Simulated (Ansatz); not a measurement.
A computed series for Sn: response to strain

The reference is Sn in the diamond structure (space group Fd-3m, No. 227; a = 6.656 Å; relaxed with 0.1 eV smearing). Axes: x, y, z lie along the cube axes.

Strains are applied to the cell and any free atomic positions relax; under biaxial strain the out-of-plane vector relaxes too.

Computed with Kohn–Sham DFT with the PBE functional, run in Ansatz (a program for electronic structure) with PAW and 420 eV plane waves, without spin-orbit coupling.

```json
[
 {"biaxial strain, plane normal [001], relaxed out of plane (%)": "-3", "out-of-plane strain (%)": "2.88"},
 {"biaxial strain, plane normal [001], relaxed out of plane (%)": "-2.5", "out-of-plane strain (%)": "2.39"},
 {"biaxial strain, plane normal [001], relaxed out of plane (%)": "-2", "out-of-plane strain (%)": "1.91"},
 {"biaxial strain, plane normal [001], relaxed out of plane (%)": "-1.5", "out-of-plane strain (%)": "?"},
 {"biaxial strain, plane normal [001], relaxed out of plane (%)": "-1", "out-of-plane strain (%)": "0.96"},
 {"biaxial strain, plane normal [001], relaxed out of plane (%)": "-0.5", "out-of-plane strain (%)": "0.47"},
 {"biaxial strain, plane normal [001], relaxed out of plane (%)": "0", "out-of-plane strain (%)": "0.00"}
]
```

Q: Fit ε⊥ = −νε + γε² (strains in %) to the rows shown and predict the withheld row.

A: Least squares on the printed values gives ν = 0.95 (the biaxial Poisson response) and γ = 0.003 (largest residual 0.01 %); this predicts 1.43 %, and the run gives 1.43 %, in agreement.

No phonon test of stability was made.
